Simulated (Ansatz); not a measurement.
We consider Be3N2 (Ia-3, No. 206), described by rVV10 in Ansatz (PAW).

Numerical settings: plane-wave cutoff 520 eV, 6×6×6 k mesh, Fermi–Dirac smearing 0.01 eV, scalar-relativistic PAW data made under PBE.

Response to compression and expansion:

```tsv
V (Å³/atom)	P (GPa)	direct gap at Γ (eV)
6.546	9.33	3.556
6.683	4.45	3.532
6.819	0.00	3.507
6.956	-4.05	3.483
7.092	-7.75	3.458
```

A straight line through the gaps at Γ against ln V gives a volume deformation potential dE_g(Γ)/d ln V of -1.2 eV: the gap at Γ widens under compression.

Ansatz is a program for electronic structure.
